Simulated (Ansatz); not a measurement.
Base system: BaTiO$_{3}$ in the cubic perovskite structure (space group Pm-3m, No. 221; a = 3.9346 Å). Axes: x, y, z lie along the cube axes.

Method: plane-wave PAW DFT at the LDA level (Ansatz, a first-principles code, 420 eV), no spin-orbit coupling.

Before the change:

- Pressure: -0.01 GPa
- Band gap: 1.83 eV

Perturbation: uniaxial strain ε_zz = −2.40 %, all other strain components held at zero; the atoms relax in the strained cell.

Question: What happens to the pressure and band gap?

Answer: The pressure (mean of the normal stresses, compression positive) grows by 5.19 GPa (-0.01 GPa → 5.18 GPa); the band gap drops by 0.015 eV, from 1.83 eV to 1.81 eV.

Stability against distortions was not tested. The final runs are not spin-polarised. Many cubic perovskites are stable only at high temperature; tilts and polar distortions were not tested. This is not the structure that BaTiO3 has at room temperature and ambient pressure.
